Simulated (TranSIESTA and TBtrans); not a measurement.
# Cu chain bridged by a linear H2 unit along the axis

System: Cu chain bridged by a linear H2 unit along the axis. Leads: straight Cu chain, spacing 2.3 Å. Geometry: 4 atoms about the centre moved by SIESTA (PBE, DZP) to a largest force of 0.01 eV/Å, all others as built, motion along the axis alone.

Computed with TranSIESTA and TBtrans, PBE, DZ numerical orbitals (energy shift 0.15 eV), PseudoDojo norm-conserving scalar-relativistic potentials, mesh cutoff 200 Ry, 300 K, no spin polarisation, no spin-orbit coupling; self-consistent non-equilibrium Green functions.

| Quantity | Value |
|---|---|
| Conductance at 300 K (G0 = 2e²/h) | 0.77 |
| Thermopower (μV/K) | -5.8 |
| Mean T from −0.5 to 0.5 eV | 0.89 |

Energies count from the leads' Fermi level. Transmissions are for one spin of a degenerate pair. The energy step is 0.01 eV; narrower resonances are cut or missed.

```csv
E (eV),T,lead channels
-2.00,0.95,1
-1.90,0.97,1
-1.80,0.98,1
-1.70,0.99,1
-1.60,1.00,band edge
-1.50,1.00,3
-1.40,0.99,3
-1.30,1.01,4
-1.20,1.00,4
-1.10,0.97,4
-1.00,0.97,4
-0.90,0.97,4
-0.80,0.97,4
-0.70,0.95,4
-0.60,0.93,4
-0.50,0.93,band edge
-0.40,0.95,band edge
-0.30,0.98,band edge
-0.20,0.98,4
-0.10,0.66,3
0.00,0.77,1
0.10,0.83,1
0.20,0.87,1
0.30,0.91,1
0.40,0.93,1
0.50,0.95,1
0.60,0.96,1
0.70,0.98,1
0.80,0.98,1
0.90,0.99,1
1.00,1.00,1
1.10,1.00,1
1.20,1.00,1
1.30,1.00,1
1.40,1.00,1
1.50,0.99,1
1.60,0.99,1
1.70,0.98,1
1.80,0.97,1
1.90,0.96,1
2.00,0.95,1
```

The leads' channel count changes near -0.01 eV, within the thermal window, so values at the Fermi level hang on where that band edge falls. The straight chain is held at its spacing; free chains may zigzag or dimerise. No spin-polarised start was tried, so a magnetic state, if there is one, is missed.
